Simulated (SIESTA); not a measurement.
Input and output of a self-consistent single point for NiO2 (P6_3/mmc, 6 atoms in the cell) (SIESTA).

Level of theory: SIESTA with GGA PBEsol+U, numerical atomic orbitals DZP, PseudoDojo PBEsol standard norm-conserving potentials (rewritten from UPF to PSML).

```xyz
6
Lattice="2.9122 0.0000 0.0000 -1.4561 2.5220 0.0000 0.0000 0.0000 10.5553" Properties=species:S:1:pos:R:3 pbc="T T T"
Ni     0.0000     0.0000     0.0000
Ni     0.0000     0.0000     5.2776
O      1.4561     0.8407     0.9403
O      0.0000     1.6813     9.6150
O      0.0000     1.6813     6.2179
O      1.4561     0.8407     4.3374
```
Moments meant for the start (each program seeds them in its own way; μB, in the order of the atoms Ni Ni O O O O): 2.0 2.0 0.0 0.0 0.0 0.0.

Reference input (self-consistent single point, DFT, GGA PBEsol, numerical atomic orbitals DZP, PseudoDojo PBEsol standard norm-conserving potentials (rewritten from UPF to PSML)): XC.functional = GGA; XC.authors = PBEsol; potentials = PseudoDojo PBEsol standard; PAO.BasisSize = DZP; PAO.EnergyShift = 0.01 Ry; MeshCutoff = 300 Ry; kgrid.MonkhorstPack = 10 10 3; OccupationFunction = FD; ElectronicTemperature = 0.1 eV; Spin = polarized; DM.InitSpin = [1 +2.00, 2 +2.00, 3 +0.00, 4 +0.00, 5 +0.00, 6 +0.00]; MaxSCFIterations = 150. This run's input differs from it in these lines:

```diff
@@ -47,2 +47,11 @@
 %endblock DM.InitSpin
+DFTU.ProjectorGenerationMethod 2
+DFTU.CutoffNorm              0.9
+DFTU.FirstIteration          true
+%block DFTU.proj
+  Ni 1
+  n=3 2
+  5.00 0.00
+  0.00 0.00
+%endblock DFTU.proj
```

The program printed (abridged):

```
        iscf     Eharris(eV)        E_KS(eV)     FreeEng(eV)     dDmax    Ef(eV) dHmax(eV)
   scf:    1   -10678.903830   -10827.476739   -10827.646552  0.599529 -1.611707 42.781588
     spin moment: {S} , |S| = {        0.0        0.0    7.99979 }     7.99979
   scf:    2   -10905.555998   -10871.675818   -10871.985320  0.203650 -4.194119 25.723480
     spin moment: {S} , |S| = {        0.0        0.0    6.93960 }     6.93960
   scf:    3   -10741.944297   -10862.787460   -10862.931434  0.457003 -5.614626 26.038707
     spin moment: {S} , |S| = {        0.0        0.0    0.78228 }     0.78228
   [... lines left out ...]
     spin moment: {S} , |S| = {        0.0        0.0    0.00023 }     0.00023
hubbard_term: recalculating local occupations  126
hubbard_term: maximum change in local occup.    0.000702
   scf:  149   -10901.704669   -10901.704633   -10901.705890  0.000099 -5.949662  0.014829
     spin moment: {S} , |S| = {        0.0        0.0    0.00023 }     0.00023
hubbard_term: recalculating local occupations  127
hubbard_term: maximum change in local occup.    0.000784
   scf:  150   -10901.704499   -10901.704520   -10901.705780  0.000065 -5.949751  0.015280
     spin moment: {S} , |S| = {        0.0        0.0    0.00023 }     0.00023
SCF_NOT_CONV: SCF did not converge in maximum number of steps (required).
SCF_NOT_CONV: SCF did not converge in maximum number of steps (required).
Geom step, scf iteration, dDmax, dHmax:    0   150      0.000065     0.001123
Geom step, scf iteration, dDmax, dHmax:    0   150      0.000065     0.001123

ABNORMAL_TERMINATION
ABNORMAL_TERMINATION
Stopping Program from Node:    0
Stopping Program from Node:    0
```

The run ended unconverged after 150 iterations. 

The starting cell comes from a database of computed structures (which also holds hypothetical and non-ambient phases and stackings), without a prior relaxation at this level. Values carry the incompleteness of an atom-centred basis.

Cost on one core of a shared machine: roughly 5 min.
